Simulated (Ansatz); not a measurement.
The reference is Os in the hcp (Mg type) structure (space group P6_3/mmc, No. 194).

```
Os
1.0
    2.72941     0.00000     0.00000
   -1.36471     2.36374     0.00000
    0.00000     0.00000     4.30640
Os
2
Direct
  0.66667   0.33333   0.75000
  0.33333   0.66667   0.25000
```

Calculations: plane-wave PAW DFT at the PBEsol level (Ansatz, a program for electronic structure, 420 eV), no spin-orbit coupling.

Base values:

The c/a ratio comes out as 1.578 and the lattice parameter a comes out as 2.729 Å.

Modification: hydrostatic tension (pressure −2 GPa).

Estimate the effect on the c/a ratio.

The c/a ratio is nearly the same (1.578 against 1.577).

What happens to the lattice parameter a?

The lattice parameter a goes up by 0.0045 Å (2.729 Å → 2.734 Å).

Load acts through the strain it causes; cell and atoms are relaxed under it. No phonon test of stability was made. The final runs are not spin-polarised.
